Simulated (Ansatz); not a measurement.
Base system: CaZrF$_{6}$ (space group Fm-3m, No. 225; a = 8.511 Å; a cell from a computed database, its experimental status unchecked). Axes: x, y, z lie along the cube axes.

Perturbation: uniaxial strain ε_yy = −0.66 %, all other strain components held at zero, atoms relaxed at fixed cell.

Levels (all Ansatz, a quantum-chemistry and plane-wave program, PAW): PBEsol (420 eV, no spin-orbit coupling); r2SCAN (500 eV, without spin-orbit coupling); HSE06 (420 eV, spin-orbit coupling left out).

At the geometry relaxed with PBEsol, these levels gave the following band gaps, in shuffled order: (a) 7.01 eV, (b) 7.76 eV, (c) 9.31 eV.

Match each gap to its level.

(a) PBEsol; (b) r2SCAN; (c) HSE06.

Single points use the geometry relaxed with PBEsol. No phonon test of stability was made.
